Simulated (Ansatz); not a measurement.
**L1₀ (CuAu-type) TiAl**

All values below come from r²SCAN (Ansatz, a first-principles code, PAW).

Numerical settings: plane-wave cutoff 500 eV, 20×20×14 k mesh (along the axes of the cell as run), Fermi–Dirac smearing 0.1 eV, no spin polarisation, scalar-relativistic PAW data made under PBE.

Cell (relaxed at this level):

Space group P4/mmm (No. 123); a = 2.8135 Å, b = 2.8135 Å, c = 4.0599 Å, α = 90.00°, β = 90.00°, γ = 90.00°

| atom | site | symmetry | x | y | z |
|---|---|---|---|---|---|
| Ti | 1a | 4/mmm | 0.0000 | 0.0000 | 0.0000 |
| Al | 1d | 4/mmm | 0.5000 | 0.5000 | 0.5000 |

```yaml
volume_per_atom: 16.07 Å³/atom
equilibrium_lattice_constant_a: 2.814 Å
lattice_parameter_c: 4.060 Å
```

Measured, for comparison: lattice constant a 2.826 Å (temperature not stated, not corrected to a static lattice, P4/mmm two-atom cell, a_fct/√2; as tabulated in Zope and Mishin (2003), arXiv:cond-mat/0306298); lattice parameter c 4.077 Å (temperature not stated, not corrected to a static lattice; as tabulated in Zope and Mishin (2003), arXiv:cond-mat/0306298). Computed (rounded) less measured: lattice constant a -0.4 %, lattice parameter c -0.4 %. A static lattice is as a rule a little smaller and stiffer than an uncorrected measurement, which narrows the difference in the lattice constant a, lattice parameter c and would widen misses of the other sign.
